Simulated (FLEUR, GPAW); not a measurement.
A GPAW input for a self-consistent single point of MnAu (Pm-3m, 2 atoms in the cell) (DFT LDA (Perdew-Wang 92), plane waves, GPAW PAW datasets LDA (gpaw-data 1.0.1)):

```python
from ase import Atoms
from ase.units import GPa
from gpaw import GPAW

atoms = Atoms(['Mn', 'Au'],
              cell=[[3.143605, 0.000000, 0.000000],
                    [0.000000, 3.143605, 0.000000],
                    [0.000000, 0.000000, 3.143605]],
              scaled_positions=[[0.500000, 0.500000, 0.500000],
                                [0.000000, 0.000000, 0.000000]],
              pbc=True)

atoms.set_initial_magnetic_moments([4.0, 0.0])

calc = GPAW(spinpol=True,
            mode={'name': 'pw', 'ecut': 850},
            xc='LDA',
            kpts={'size': (10, 10, 10), 'gamma': True},
            occupations={'name': 'fermi-dirac', 'width': 0.05},
            nbands=-8,
            convergence={'density': 1e-05},
            symmetry={'symmorphic': False, 'tolerance': 0.0005},
            maxiter=100)

atoms.calc = calc

energy = atoms.get_potential_energy()
print('Energy (eV):', round(energy, 6))
forces = atoms.get_forces()
print('Forces (eV/Ang):')
print(forces.round(5))
stress = atoms.get_stress()
print('Stress (GPa, Voigt):', (stress / GPa).round(4))
```

Give the FLEUR input for the same structure, mesh, smearing and functional.

One input that does it (others would too):

Input of the input generator:

```
MnAu crystal
&input film=f /
5.9405524940 0.0000000000 0.0000000000
0.0000000000 5.9405524940 0.0000000000
0.0000000000 0.0000000000 5.9405524940
1.0
1.0 1.0 1.0

2
25 0.5000000000 0.5000000000 0.5000000000 : 4.00
79 0.0000000000 0.0000000000 0.0000000000 : 0.00

&comp jspins=2 /
&exco xctyp='vwn' /
&kpt div1=10 div2=10 div3=10 gamma=t /
&end /
```

```xml
<?xml version="1.0" encoding="UTF-8" standalone="no"?>
<fleurInput fleurInputVersion="0.39">
   <comment>
      MnAu crystal                                                                                        
   </comment>
   <calculationSetup>
      <cutoffs Kmax="4.1" Gmax="16.4" GmaxXC="16.4" numbands="0"/>
      <scfLoop itmax="80" minDistance="0.00001" maxIterBroyd="15" imix="Anderson" alpha="0.05" precondParam="0.0" spinf="2.0"/>
      <coreElectrons ctail="T" frcor="F" kcrel="0" coretail_lmax="0"/>
      <xcFunctional name="vwn" relativisticCorrections="F"/>
      <magnetism jspins="2"/>
      <soc l_soc="F" theta="0.0" phi="0.0" spav="F"/>
      <expertModes spex="0" secvar="F"/>
      <geometryOptimization l_f="T" forcealpha="1.0" forcemix="BFGS" epsdisp="0.00001" epsforce="0.00001"/>
      <ldaU l_linMix="F" mixParam="0.05" spinf="1.0"/>
   </calculationSetup>
   <cell>
      <bzIntegration valenceElectrons="32.0" mode="hist" fermiSmearingEnergy="0.00183747">
         <kPointListSelection listName="default-1"/>
         <!-- k-points included here -->
         <xi:include xmlns:xi="http://www.w3.org/2001/XInclude" href="kpts.xml"> </xi:include>
      </bzIntegration>
      <!-- symmetry operations included here -->
      <xi:include xmlns:xi="http://www.w3.org/2001/XInclude" href="sym.xml"> </xi:include>
      <bulkLattice scale="1.0">
         <bravaisMatrix>
            <row-1>    5.9405524940000003     0.0000000000000000     0.0000000000000000</row-1>
            <row-2>    0.0000000000000000     5.9405524940000003     0.0000000000000000</row-2>
            <row-3>    0.0000000000000000     0.0000000000000000     5.9405524940000003</row-3>
         </bravaisMatrix>
      </bulkLattice>
   </cell>
   <atomSpecies>
      <species name="Manganese 4.000" element="Mn" atomicNumber="25">
         <mtSphere radius="2.45" gridPoints="847" logIncrement="0.014"/>
         <atomicCutoffs lmax="10" lnonsphr="8"/>
         <electronConfig flipSpins="F">
            <coreConfig>(1s1/2) (2s1/2) (2p1/2) (2p3/2)</coreConfig>
            <valenceConfig>(3s1/2) (3p1/2) (3p3/2) (4s1/2) (3d3/2) (3d5/2)</valenceConfig>
            <stateOccupation state="(3d3/2)" spinUp="1.5" spinDown="0.5"/>
            <stateOccupation state="(3d5/2)" spinUp="3.0" spinDown="0.0"/>
         </electronConfig>
         <energyParameters s="4" p="4" d="3" f="4"/>
         <lo type="SCLO" l="0" n="3" eDeriv="0"/>
         <lo type="SCLO" l="1" n="3" eDeriv="0"/>
      </species>
      <species name="Gold (Au)" element="Au" atomicNumber="79">
         <mtSphere radius="2.45" gridPoints="847" logIncrement="0.016"/>
         <atomicCutoffs lmax="10" lnonsphr="8"/>
         <electronConfig flipSpins="F">
            <coreConfig>(1s1/2) (2s1/2) (2p1/2) (2p3/2) (3s1/2) (3p1/2) (3p3/2) (4s1/2) (3d3/2) (3d5/2) (4p1/2) (4p3/2) (5s1/2) (4d3/2) (4d5/2) (4f5/2) (4f7/2)</coreConfig>
            <valenceConfig>(5p1/2) (5p3/2) (6s1/2) (5d3/2) (5d5/2)</valenceConfig>
            <stateOccupation state="(6s1/2)" spinUp="0.5" spinDown="0.5"/>
         </electronConfig>
         <energyParameters s="6" p="6" d="5" f="5"/>
         <lo type="SCLO" l="1" n="5" eDeriv="0"/>
         <lo type="HELO" l="2" n="6" eDeriv="0"/>
      </species>
   </atomSpecies>
   <atomGroups>
      <atomGroup species="Manganese 4.000">
         <relPos label="                   1">1.000/2.000 1.000/2.000 1.000/2.000</relPos>
         <force calculate="T" relaxXYZ="TTT"/>
      </atomGroup>
      <atomGroup species="Gold (Au)">
         <relPos label="                   2">.0000000000 .0000000000 .0000000000</relPos>
         <force calculate="T" relaxXYZ="TTT"/>
      </atomGroup>
   </atomGroups>
   <output dos="F" band="F" slice="F">
      <checks vchk="F" cdinf="F"/>
      <bandDOS minEnergy="-.5*Htr" maxEnergy="0.5*Htr" sigma="0.015" storeEVData="T"/>
      <vacuumDOS vacdos="F" integ="F" star="F" nstars="0" locx1="0.0" locy1="0.0" locx2="0.0" locy2="0.0" nstm="0" tworkf="0.0"/>
      <unfoldingBand unfoldBand="F" supercellX="1" supercellY="1" supercellZ="1"/>
      <plotting iplot="0" polar="F">
         <plot TwoD="T" vec1="  1.0  0.0  0.0" vec2="  0.0  1.0  0.0" vec3="  0.0  0.0  1.0" zero="  0.0  0.0  0.0" file="plot"/>
      </plotting>
      <chargeDensitySlicing numkpt="0" minEigenval="0.0" maxEigenval="0.0" nnne="0" pallst="F"/>
      <specialOutput eonly="F"/>
      <magneticCircularDichroism mcd="F" energyLo="-10.0" energyUp="0.0"/>
   </output>
  <!-- We include the file relax.xml here to enable relaxations (see documentation) -->
  <xi:include xmlns:xi="http://www.w3.org/2001/XInclude" href="relax.xml"> <xi:fallback/> </xi:include>
</fleurInput>
```

Basis, cutoffs, solver keys and any potentials are the target program's own. This input uses DFT, LDA (Vosko-Wilk-Nusair), all-electron FLAPW (FLEUR), scalar-relativistic valence. LDA parametrisations can differ slightly between programs. Both were run: size of the net moment 1.95 μB/atom in GPAW and 1.96 in FLEUR.

On FLEUR: the starting cell comes from a database of computed structures (which also holds hypothetical and non-ambient phases and stackings), without a prior relaxation at this level. For this run, on top of that: lattice scaled by 0.98. Spin-orbit coupling is off. With one magnetic atom in the cell only a parallel order is possible. Values depend on the basis (sphere radii, cutoffs, local orbitals), which need not be converged.

On GPAW: the starting cell comes from a database of computed structures (which also holds hypothetical and non-ambient phases and stackings), without a prior relaxation at this level. For this run, on top of that: lattice scaled by 0.98. Spin-orbit coupling is off. With one magnetic atom in the cell only a parallel order is possible. With a pressure of about -3 GPa the cell is away from its equilibrium volume at this level.
